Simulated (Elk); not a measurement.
# Elk run on Ga3Hg (I4/mmm, 4 atoms in the cell): self-consistent single point

Level of theory: Elk 10.2.4 with PBEsol, all-electron FP-LAPW, Elk's shipped species files, default APW+lo basis.

Input as run:

```
tasks
  0

xctype
  22

swidth
  0.00499791

maxscl
  100

avec
   -4.0087988604    4.0087988604    8.7760109550
    4.0087988604   -4.0087988604    8.7760109550
    4.0087988604    4.0087988604   -8.7760109550

sppath
  'species/'

atoms
  2
  'Ga.in'
  3
  0.7500000000  0.2500000000  0.5000000000    0.0 0.0 0.0
  0.2500000000  0.7500000000  0.5000000000    0.0 0.0 0.0
  0.5000000000  0.5000000000  0.0000000000    0.0 0.0 0.0
  'Hg.in'
  1
  0.0000000000  0.0000000000  0.0000000000    0.0 0.0 0.0

ngridk
  7 7 7
```

The program printed (abridged):

```
│ Elk code version 10.2.4 │

All units are atomic (Hartree, Bohr, etc.)

│ Ground-state run starting from atomic densities │

Lattice vectors :
  -4.008798860       4.008798860       8.776010955
   4.008798860      -4.008798860       8.776010955
   4.008798860       4.008798860      -8.776010955

Unit cell volume      :    564.1384235
Brillouin zone volume :   0.4396974273

Muffin-tin inner radius fraction :   0.1000000000E-01

Nuclei treated as point charges

Species :    1 (Ga)
 parameters loaded from : Ga.in
 name : gallium
 nuclear charge    :   -31.00000000
 electronic charge :    31.00000000
 atomic mass :    127097.2538
 muffin-tin radius :    2.400000000
 number of radial points in muffin-tin :    497
 atomic positions (lattice), magnetic fields (Cartesian) :
   1 :  -0.25000000  0.25000000  0.50000000    0.00000000  0.00000000  0.00000000
   2 :   0.25000000 -0.25000000  0.50000000    0.00000000  0.00000000  0.00000000
   3 :   0.50000000  0.50000000  0.00000000    0.00000000  0.00000000  0.00000000

Species :    2 (Hg)
 parameters loaded from : Hg.in
 name : mercury
 nuclear charge    :   -80.00000000
 electronic charge :    80.00000000
 atomic mass :    365653.2012
 muffin-tin radius :    2.800000000
 number of radial points in muffin-tin :    697
 atomic positions (lattice), magnetic fields (Cartesian) :
   1 :   0.00000000  0.00000000  0.00000000    0.00000000  0.00000000  0.00000000

Total number of atoms per unit cell :    4

Spin treatment :
 spin-unpolarised

Number of Bravais lattice symmetries :   16
Number of crystal symmetries         :   16
Crystal has inversion symmetry
Real symmetric eigensolver will be used

k-point grid :      7     7     7
k-point offset :    0.000000000       0.000000000       0.000000000
k-point set is reduced with full crystal symmetry group
Total number of k-points :       40

Muffin-tin radius times maximum |G+k| :    7.000000000
 using average radius
Maximum |G+k| for APW functions       :    2.800000000
Maximum (1/2)|G+k|²                   :    3.920000000
Maximum |G| for potential and density :    12.00000000
 potential will be trimmed for |G| > 2 gkmax
Constant for pseudocharge density :    8
Radial integration step length :    4

G-vector grid sizes :     40    40    40
Number of G-vectors :    16477

Maximum angular momentum used for
 APW functions                      :    8
 outer part of muffin-tin           :    6
 inner part of muffin-tin           :    1

Total nuclear charge    :   -173.0000000
Total core charge       :    116.0000000
Total valence charge    :    57.00000000
Total excess charge     :    0.000000000
Total electronic charge :    173.0000000

Effective Wigner radius, rₛ :   0.9199205544

Number of empty states         :   16
Total number of valence states :   45
Total number of core states    :  116

Total number of local-orbitals :   59

Exchange-correlation functional :     22     0     0
 PBEsol, Phys. Rev. Lett. 100, 136406 (2008)
 gradient requirement :    1
 generalised gradient approximation (GGA)

Smearing type :    3
 Fermi-Dirac
Smearing width :   0.4997910000E-02
Effective electronic temperature (K) :    1578.215154

Mixing type :    3
 Broyden mixing, J. Phys. A: Math. Gen. 17, L317 (1984)

Kohn-Sham potential initialised from atomic data

│ Self-consistent loop started │
│ Loop number : 1 │
 total energy                :     -25477.0878535
│ Loop number : 2 │
 total energy                :     -25477.6426388
RMS change in Kohn-Sham potential (target) :   0.1860945213     (  0.1000000000E-05)
Absolute change in total energy (target)   :   0.5547852770     (  0.1000000000E-03)
│ Loop number : 3 │
 total energy                :     -25478.2705072
RMS change in Kohn-Sham potential (target) :   0.1773554707     (  0.1000000000E-05)
Absolute change in total energy (target)   :   0.7665647138     (  0.1000000000E-03)
│ Loop number : 4 │
 total energy                :     -25479.7130775
RMS change in Kohn-Sham potential (target) :   0.1250961418     (  0.1000000000E-05)
Absolute change in total energy (target)   :    1.634211482     (  0.1000000000E-03)
│ Loop number : 5 │
 total energy                :     -25482.5924501
RMS change in Kohn-Sham potential (target) :   0.4647698738E-01 (  0.1000000000E-05)
Absolute change in total energy (target)   :    3.287925448     (  0.1000000000E-03)
│ Loop number : 6 │
 total energy                :     -25483.9834351
RMS change in Kohn-Sham potential (target) :   0.1239305212E-01 (  0.1000000000E-05)
Absolute change in total energy (target)   :    2.212966414     (  0.1000000000E-03)
│ Loop number : 7 │
 total energy                :     -25484.5646699
RMS change in Kohn-Sham potential (target) :   0.3534429134E-03 (  0.1000000000E-05)
Absolute change in total energy (target)   :    1.134476364     (  0.1000000000E-03)
│ Loop number : 8 │
 total energy                :     -25484.6108852
RMS change in Kohn-Sham potential (target) :   0.1340872239E-03 (  0.1000000000E-05)
Absolute change in total energy (target)   :   0.3298343480     (  0.1000000000E-03)
│ Loop number : 9 │
 total energy                :     -25484.6103245
RMS change in Kohn-Sham potential (target) :   0.5115210716E-04 (  0.1000000000E-05)
Absolute change in total energy (target)   :   0.8189791772E-01 (  0.1000000000E-03)
│ Loop number : 10 │
 total energy                :     -25484.6038362
RMS change in Kohn-Sham potential (target) :   0.2733133938E-04 (  0.1000000000E-05)
Absolute change in total energy (target)   :   0.1398617241E-01 (  0.1000000000E-03)
│ Loop number : 11 │
 total energy                :     -25484.5992324
RMS change in Kohn-Sham potential (target) :   0.6464038748E-05 (  0.1000000000E-05)
Absolute change in total energy (target)   :   0.1107185519E-02 (  0.1000000000E-03)
│ Loop number : 12 │
 total energy                :     -25484.5989003
RMS change in Kohn-Sham potential (target) :   0.2958784166E-05 (  0.1000000000E-05)
Absolute change in total energy (target)   :   0.6089495037E-03 (  0.1000000000E-03)
│ Loop number : 13 │
 total energy                :     -25484.5987147
RMS change in Kohn-Sham potential (target) :   0.3278961175E-06 (  0.1000000000E-05)
Absolute change in total energy (target)   :   0.3377842986E-03 (  0.1000000000E-03)
│ Loop number : 14 │
 total energy                :     -25484.5986928
RMS change in Kohn-Sham potential (target) :   0.1582164983E-06 (  0.1000000000E-05)
Absolute change in total energy (target)   :   0.1063604068E-03 (  0.1000000000E-03)
│ Loop number : 15 │
 total energy                :     -25484.5987050
RMS change in Kohn-Sham potential (target) :   0.1020443493E-06 (  0.1000000000E-05)
Absolute change in total energy (target)   :   0.1440664710E-04 (  0.1000000000E-03)
Convergence targets achieved

│ Loop number : 16 │

Energies :
 Fermi                       :     0.197353419569
 sum of eigenvalues          :     -15462.0624521
 electron kinetic            :      28623.1918972
 core electron kinetic       :      28013.8399429
 Coulomb                     :     -53516.7972029
 Coulomb potential           :     -43308.2569993
 nuclear-nuclear             :     -1915.10574156
 electron-nuclear            :     -59895.1259234
 Hartree                     :      8293.43446206
 Madelung                    :     -31862.6687033
 xc potential                :     -776.997350022
 exchange                    :     -580.417361769
 correlation                 :     -10.5723666106
 electron entropic           :    -0.368286651194E-02
 total energy                :     -25484.5987169

Density of states at Fermi energy :    46.23581769
 (states/Hartree/unit cell)

Estimated indirect band gap :   0.2755153821E-02
 from k-point     28 to k-point      7
Estimated direct band gap   :   0.6747624833E-02
 at k-point     11

Charges :
 core                        :    116.0000000
 valence                     :    57.00000000
 interstitial                :    5.561936598
 muffin-tins (core leakage)
  species :    1 (Ga)
   atom    1                 :    29.48566678     (  0.7522193729E-03)
   atom    2                 :    29.48566678     (  0.7522193729E-03)
   atom    3                 :    29.49148345     (  0.7524830601E-03)
  species :    2 (Hg)
   atom    1                 :    78.97524639     (  0.7123604273E-04)
 total in muffin-tins        :    167.4380634
 total calculated charge     :    172.9797205
 total charge                :    173.0000000
 error                       :   0.2027946902E-01

│ Self-consistent loop stopped │
```

The run converged in 16 iterations. The count includes the last loop, which Elk runs after its targets are met.

The starting cell comes from a database of computed structures (which also holds hypothetical and non-ambient phases and stackings), without a prior relaxation at this level. Spin-orbit coupling is off. Values depend on the basis (sphere radii, cutoffs, local orbitals), which need not be converged. The log's line on a gap gives a spacing of levels on this mesh, which the program prints for metals too.
